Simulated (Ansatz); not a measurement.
Consider BeS in the zinc blende structure (space group F-43m, No. 216; a = 4.8686 Å).

Modification: cell and atoms relaxed at a pressure of 22.5 GPa.

Computed with r2SCAN (Ansatz, an electronic-structure program, PAW, scalar-relativistic without spin-orbit coupling).

Base, band edges from the VBM (valence, conduction): X -2.68, 3.59; W -3.35, 6.94; L -1.04, 6.03; Γ 0.00, 6.23; K -2.22, 4.85; U -2.22, 4.85 eV.

Task: Give the band edges at the high-symmetry points of the new zone, measured from its valence-band maximum.

Result: 
```tsv
point	valence edge (eV)	conduction edge (eV)
Γ	0.00	6.06
X	-3.34	3.15
U	-2.78	4.58
K	-2.78	4.58
L	-1.31	6.63
W	-4.26	7.07
```

The gap is 3.15 eV, indirect, Γ → X.

Load acts through the strain it causes; cell and atoms are relaxed under it. Stability against distortions was not tested. No other phases were tried under pressure.
